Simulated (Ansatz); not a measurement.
For GaP (model structure, started from the cinnabar type, P6₂22, No. 180, 6 atoms in the cell), PBEsol (Ansatz, a program for electronic structure, plane waves, PAW) gives:

- lattice constant a = 3.851 Å
- c axis length = 8.454 Å

Question: What does PBE-D3(BJ) (plane waves, PAW; Ansatz) give for the same quantities?

Answer: 
- lattice constant a: 3.851 Å (hardly moves)
- lattice parameter c: 8.492 Å (rises by 0.4 %)

Changes are worked out from the printed values.

Unless a cell is named, each level is at its own relaxed cell (PBEsol 18.10, PBE-D3(BJ) 18.18 Å³/atom).

Ansatz's density-functional and Hartree–Fock values are scalar-relativistic unless marked +SOC, with PAW data made under PBE.

A model structure was made by putting elements into a prototype or built by hand; it is no filed structure, need not be a known phase, and can be a saddle point held by its symmetry.
